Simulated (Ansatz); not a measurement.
The parent structure is BN in the zinc blende structure (space group F-43m, No. 216; a = 3.606 Å). Axes: x, y, z lie along the cube axes.

Modification: biaxial strain −0.23 %, plane normal [001], relaxed out of plane (Cartesian); in-plane vectors clamped, the third vector and the atoms free.

Levels (all Ansatz, a program for electronic structure, PAW): PBEsol (420 eV, no SOC); HSE06+SOC (420 eV, spin-orbit coupling included).

The geometry is relaxed with PBEsol.

- PBEsol lowest conduction level above the VBM at special points: X 4.27 eV; M 4.33 eV; S₀ 6.84 eV; Γ 8.80 eV
- PBEsol valence-band top at Γ: 0.00, 0.00, -0.03 eV

What does HSE06+SOC give at this geometry for the lowest conduction level above the VBM at special points and valence-band top at Γ?

The lowest conduction level above the VBM at special points goes from X 4.27 eV; M 4.33 eV; S₀ 6.84 eV; Γ 8.80 eV to X 5.76 eV; M 5.82 eV; S₀ 8.46 eV; Γ 10.60 eV; the valence-band top at Γ (three highest Kramers pairs, from the VBM) becomes 0.00, -0.01, -0.05 eV (PBEsol: 0.00, 0.00, -0.03 eV).

Single points use the geometry relaxed with PBEsol. HSE06 gaps are upper bounds (no full band path). The spin-orbit shifts are approximate. The levels and masses belong to the bands next to the band gap. Stability against distortions was not tested. Labels are those of the standard path for the cell's own space group.
